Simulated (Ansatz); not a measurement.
System: TiAs (P6₃/mmc, No. 194). Method: r²SCAN-D4 (PAW; Ansatz, a first-principles code).

Settings: plane-wave cutoff 560 eV, 18×18×6 k mesh (along the axes of the cell as run), Fermi–Dirac smearing 0.05 eV, no spin polarisation, scalar-relativistic PAW data made under PBE.

Properties against volume:

Shape and atoms are relaxed at each volume.

```tsv
V (Å³/atom)	P (GPa)	c (Å)	a (Å)
16.447	5.73	11.879	3.576
16.790	2.72	11.944	3.604
17.132	0.00	12.010	3.630
17.475	-2.45	12.074	3.656
17.818	-4.66	12.139	3.682
```

Note: the bulk modulus comes from volumes at which shape and atoms were relaxed.
